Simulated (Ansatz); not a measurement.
Levels about the gap of amorphous Si$_{30}$C$_{12}$N$_{24}$ (66 atoms in a cell of 777 Å³, 2.83 g/cm³; zone centre alone, so wide bands show as single levels with stretches between that a denser mesh fills), at the geometry that PBE relaxed, where it gives -1.0 GPa on a denser mesh. The participation number counts the atoms over which a state spreads; weights are charges in smoothed Voronoi cells. The levels come from a single point, so bond lengths are those of that geometry. Method of the levels: r2SCAN, scalar-relativistic without spin-orbit coupling (Ansatz, a quantum-chemistry and plane-wave program). Sampling: the zone centre alone; Fermi-Dirac width 0.02 eV; no spin polarisation. At PBE the levels at the filled edge of the gap are localised (band-tail or defect states), and the nearest spread-out levels lie 1.4 eV apart at the zone centre.

A CHGNet melt-quench gave the starting glass, which DFT then relaxed. N atoms were pushed apart under 1.9 Å during the dynamics, to hinder bonds among them. The hot cell started wider than the set density and was brought back towards it in steps. It is the lowest in DFT energy of 2 quenches. It is a model cell: composition and starting density were chosen by hand, and all elements were melted together. No dispersion term was used. Its density started from a set value of 2.83 and ended at 2.83 g/cm³. The quench (nominally 120 K/ps over its main leg) was far faster than any real one, so the model tends to hold more defects than a real film. A cell of this size samples the disorder only roughly. The volume was held where the preparation left it and the shape relaxed, at a PBE pressure of -1.0 GPa (tension). Stress components on the final sampling reach 1.4 GPa. On a 2×2×2 Γ-centred mesh force components of up to 0.21 eV/Å stay, since the relaxation ran on the zone centre alone.

| E - E(highest filled), eV | filling | participation number | largest on | weight Si | weight N | weight C |
|---|---|---|---|---|---|---|
| -1.78 | filled | 18.5 | N, 3 neighbours | 0.25 | 0.59 | 0.16 |
| -1.71 | filled | 26.9 | N, 3 neighbours | 0.35 | 0.44 | 0.21 |
| -1.27 | filled | 19.5 | N, 3 neighbours | 0.29 | 0.40 | 0.31 |
| -1.17 | filled | 15.8 | Si, 4 neighbours | 0.51 | 0.27 | 0.21 |
| -1.10 | filled | 18.2 | C, 3 neighbours | 0.28 | 0.24 | 0.48 |
| -0.63 | filled | 10.7 | Si, 4 neighbours | 0.54 | 0.27 | 0.18 |
| 0.00 | filled | 8.6 | Si, 3 neighbours | 0.51 | 0.19 | 0.30 |
| 0.90 | empty | 11.9 | C, 3 neighbours | 0.38 | 0.15 | 0.47 |
| 1.51 | empty | 13.8 | Si, 4 neighbours | 0.58 | 0.21 | 0.21 |
| 1.64 | empty | 32.7 | C, 3 neighbours | 0.52 | 0.21 | 0.27 |
| 1.76 | empty | 14.5 | Si, 4 neighbours | 0.61 | 0.22 | 0.17 |
| 1.90 | empty | 26.6 | Si, 4 neighbours | 0.60 | 0.28 | 0.12 |
| 1.96 | empty | 29.2 | C, 3 neighbours | 0.54 | 0.23 | 0.23 |
| 2.38 | empty | 34.4 | Si, 4 neighbours | 0.57 | 0.27 | 0.17 |

Most localised among these is the filled level at +0.00 eV, on a Si atom, which has 3 neighbours (C 1.99 Å, C 2.01 Å, C 2.05 Å).
